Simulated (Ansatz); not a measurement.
Take GaN (space group P6_422, No. 181; a = 3.125 Å, c = 7.359 Å; a hypothetical phase, not in the database extracts checked) as the base.

All numbers come from PBEsol/PAW in Ansatz (an electronic-structure program), no spin-orbit coupling.

Carriers are added at fixed cell with a uniform background; the Fermi–Dirac width is that of 300 K.

One change was made to it. Results:

The gap between the host's bands goes up by 0.14 eV to 1.61 eV; the Fermi level relative to the doped band's edge (positive inside the band; to 0.05 eV) is +0.50 eV; the gap character stays indirect, A → Γ.

**Question.** Which change produced these results?
A) holes 2.0×10^22 cm⁻³
B) holes 1.0×10^22 cm⁻³
C) electrons 2.0×10^22 cm⁻³
D) electrons 3.0×10^21 cm⁻³
E) electrons 1.0×10^22 cm⁻³

**Answer.** B, holes 1.0×10^22 cm⁻³. For comparison, the Fermi level from band edge in the other runs: electrons 3.0×10^21 cm⁻³ gives +1.75 eV; electrons 1.0×10^22 cm⁻³ gives +2.30 eV; holes 2.0×10^22 cm⁻³ gives +0.70 eV; electrons 2.0×10^22 cm⁻³ gives +2.65 eV.

Charged cell with a jellium background: band edges are those of the host's band count, energies are not comparable with the neutral cell, and many-body gap narrowing is missing. No phonon test of stability was made. The base started in P3_121 and relaxed to P6_422 at this level.
